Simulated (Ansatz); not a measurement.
The starting structures come from a database of crystals and need not be the phases stable at ambient conditions.

 Where the default PAW files enter, the runs use the earlier of Ansatz's two default sets.

Inside the gap of an insulator the Bloch states are evanescent, with a wavenumber k + iκ along the transport direction.

Given:

```xyz
12
Lattice="5.0950 0.0000 0.0000 0.0000 5.0950 0.0000 2.5475 -2.5475 5.6822" Properties=species:S:1:pos:R:3 pbc="T T T"
Y      5.0950     2.5475     2.8411
Y      2.5475     2.5475     0.0000
V      2.5475     0.0000     2.8411
V      0.0000     0.0000     0.0000
O      3.8504     0.7444     3.7557
O      4.3506     1.3029     0.9146
O      6.3395    -0.7444     3.7557
O      0.7444     3.7920     0.9146
O      6.3395     1.8031     4.7676
O      3.2919     3.7920     1.9265
O      3.8504    -1.8031     4.7676
O      1.8031     1.3029     1.9265
```

Space group of this cell: I4_1/a. The cell is taken as given; by r2SCAN its mean pressure is -9.0 GPa.

Transport runs along the normal of the first two printed cell vectors, the (001) plane of the conventional cell.

The gap is the functional's own. No spin-orbit coupling. Mid-gap values are interpolated on the energy grid.

Task: Estimate the band gap and the smallest decay constant κ at mid-gap that Ansatz (an electronic-structure program) with r2SCAN returns for this system.

Result: Gap 2.90 eV on a 8×8×8 mesh; κ = 0.534 1/Å, at (0.333, 0.000) of the in-plane reciprocal vectors. At the zone centre, at the nearest computed energy, the slowest state has κ = 0.56 1/Å.
